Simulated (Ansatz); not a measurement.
Defect: interstitial Sr in monoclinic HfO2, charge state +2. The step: Sr moves alone to another site; the atom moves 1.31 Å along (0.23, -0.07, 0.12) of the unit cell; the moving atom starts with neighbours Hf at 2.65, Hf at 2.87; 2 O at 2.21, O at 2.30, O at 2.33, O at 2.35, O at 2.60, O at 2.69 Å and ends with Hf at 2.65, Hf at 2.87; 2 O at 2.21, O at 2.30, O at 2.33, O at 2.35, O at 2.60, O at 2.69 Å. DFT values are from Ansatz (plane-wave PAW, 420 eV unless said) in a cell of 96 host sites, spin-restricted, static, with no finite-size correction. The charge state is imposed; whether it is stable for some Fermi level was not computed. Sites that were not tried may lie lower. For the PBE band: the saddle point's order was not checked, and it lies on a symmetry element of the cell, where a band can be held.

| Level | Forward barrier (eV) | Cost of the band or of the saddle's single point |
|---|---|---|
| CHGNet universal potential (has no charge state), its own band | 0.19 | - |
| PBE, the Γ point alone, band relaxed | 0.37 | very roughly 40 core-minutes |
| PBE, a 2×2×2 k-point mesh shifted by half a step, same geometries | 0.37 | around 16 core-minutes (rough) |
| r2SCAN at 500 eV, the Γ point alone, same geometries | 0.41 | very roughly 4 core-minutes |

Ansatz is a quantum-chemistry and plane-wave program.
